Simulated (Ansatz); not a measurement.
**ZnSe, response to strain**

Base system: ZnSe in the zinc blende structure (space group F-43m, No. 216; a = 5.5675 Å). Axes: x, y, z lie along the cube axes.

Strains are applied to the cell and any free atomic positions relax; under biaxial strain the out-of-plane vector relaxes too.

All numbers come from LDA (Ansatz, a quantum-chemistry and plane-wave program; PAW; 420 eV plane waves; spin-orbit coupling left out).

| biaxial strain, plane normal [001], relaxed out of plane (%) | out-of-plane strain (%) |
|---|---|
| 0 | 0.00 |
| 0.5 | ? |
| 1 | -1.22 |
| 1.5 | -1.84 |
| 2 | -2.46 |
| 2.5 | -3.08 |
| 3 | -3.71 |

Question: Fit ε⊥ = −νε + γε² (strains in %) to the rows shown and predict the withheld row.

Answer: Least squares on the printed values gives ν = 1.21 (the biaxial Poisson response) and γ = -0.007 (largest residual 0.00 %); this predicts -0.61 %, and the run gives -0.61 %, in agreement.

Whether these cells are dynamically stable was not tested.
